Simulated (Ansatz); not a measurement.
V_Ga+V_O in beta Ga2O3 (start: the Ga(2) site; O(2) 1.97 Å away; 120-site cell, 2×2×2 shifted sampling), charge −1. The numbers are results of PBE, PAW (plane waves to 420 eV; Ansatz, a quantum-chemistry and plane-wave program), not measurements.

| Property | Result |
|---|---|
| total energy of the defect cell | -218116.9909 eV |
| total energy of the perfect cell | -222481.4397 eV |
| μ(O) in O2 molecule in a box, atoms added −1 | -564.9684 eV |
| μ(Ga) in alpha gallium, atoms added −1 | -3783.0212 eV |
| Δμ(O), Ga-rich | -3.037 eV |
| Δμ(Ga), Ga-rich | 0.000 eV |
| valence-band maximum on the cell's zero | 7.561 eV |
| image correction with alignment | 0.432 eV |
| Fermi level above the maximum | 1.60 eV |

Task: Work out the formation energy.

Result: E_f = E(defect) − E(perfect) − Σ n μ + q (E_VBM + E_F) + E_corr = 4364.449 − (4351.027) + (-9.161) + (0.432) = 4.69 eV.
